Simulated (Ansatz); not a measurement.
**Effect of biaxial strain −2.50 %, plane normal [111], relaxed out of plane on GaP**

Base system: GaP in the zinc blende structure (space group F-43m, No. 216; a = 5.451 Å). Axes: x, y, z lie along the cube axes.

It is then changed as follows: compressive biaxial strain of 2.50 % in the plane normal to [111], as in epitaxy on a mismatched substrate; the out-of-plane cell vector and the atoms relax.

Calculations: r2SCAN (Ansatz, a first-principles code, PAW, no spin-orbit coupling). Γ-centred 10×10×10 mesh, Fermi–Dirac width 0.05 eV.

- Volume per atom = 19.46 Å³ (base 20.25 Å³)
- Space group = R3m (No. 160) (base F-43m (No. 216))
- Shortest interatomic distance = 2.323 Å (base 2.360 Å)
- Energy relative to the base (free energy F) = +17 meV/atom
- Pressure (mean of the normal stresses, compression positive) = 3.80 GPa (base 0.00 GPa)
- Band gap = 1.58 eV (base 1.85 eV)
- Gap character = indirect, Γ → F
- Smallest direct gap = 2.46 eV (base 2.36 eV)
- Valence-band top at Γ (three highest levels, from the VBM) = 0.00, 0.00, -0.34 eV (base 0.00, 0.00, 0.00 eV)
- Valley order (the lowest conduction-band minima on the path, energy above the VBM, named in the base's zone) = a point along [100], about 1.1 Å⁻¹ from Γ 1.58 eV; L along [1-11] 1.91 eV; Γ 2.46 eV; L along [111] 2.46 eV (base a point along ⟨100⟩, about 1.0 Å⁻¹ from Γ 1.85 eV; L along ⟨111⟩ 2.04 eV; Γ 2.36 eV)
- Out-of-plane strain = +1.11 %
- Ratio −ε⊥/ε∥ = 0.44
- Mean in-plane stress (compression positive) = +5.7 GPa

No phonon test of stability was made. Labels are those of the standard path for the cell's own space group.
